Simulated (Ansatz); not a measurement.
# Worked sum: surface energy of the Si(100) slab with 2 Se, the mean of its two faces, with the listed reservoirs for the atoms in excess

We look at the surface energy of the Si(100) slab with 2 Se, the mean of its two faces, with the listed reservoirs for the atoms in excess. Reaction: 2 Se (P3₁21) + 9 Si (diamond) → cell A.

A: a slab of Si (diamond, Fd-3m) cut along (100), 11 atoms, square cell of 3.83 Å (14.7 Å²), symmetry P-4m2 within 0.02 Å, 13.6 Å thick under 16 Å of vacuum, in-plane vectors held at the crystal's; planes from bottom to top: Se | Si × 9 | Se; added, foreign or displaced atoms, above the top plane and below the bottom plane: two times Se bound to 2 Si at 2.38 Å; spin state with PBE: run without spin.

Method: Ansatz (a quantum-chemistry and plane-wave program), PAW, neutral cells at 0 K with nuclei at rest, on structures from PBE+D3(BJ). Ansatz runs with its PAW set soft_1. Other levels take these structures. The lattices are those relaxed with PBE+D3(BJ), so at other levels the solids can be strained, which adds to the spread. Space groups of crystals are read within 0.01 Å. Cell A has symmetry P-4m2 within 0.02 Å and got no random move, so less symmetric positions, which may lie lower, weren't tried.

Total energies of the cells in eV, at zero smearing width. They compare only within one column; the weights balance every element.

```json
[
 {"cell": "A: Si(100) slab with 2 Se", "atoms": "11", "weight": "+1", "r2SCAN+D4": "-16709.90551", "RPBE": "-16701.28298"},
 {"cell": "Se (P3₁21)", "atoms": "3", "weight": "−2/3", "r2SCAN+D4": "-16434.71646", "RPBE": "-16425.15702"},
 {"cell": "Si (diamond)", "atoms": "2", "weight": "−9/2", "r2SCAN+D4": "-1278.36924", "RPBE": "-1277.78709"}
]
```

r2SCAN+D4: (-16709.90551) − 2/3 × (-16434.71646) − 9/2 × (-1278.36924) = -0.7663 eV; dividing by 2 × 14.694 Å² and converting at 16.022 J/m² per eV/Å² gives -0.42 J/m².

RPBE: (-16701.28298) − 2/3 × (-16425.15702) − 9/2 × (-1277.78709) = -1.1364 eV; dividing by 2 × 14.694 Å² and converting at 16.022 J/m² per eV/Å² gives -0.62 J/m².
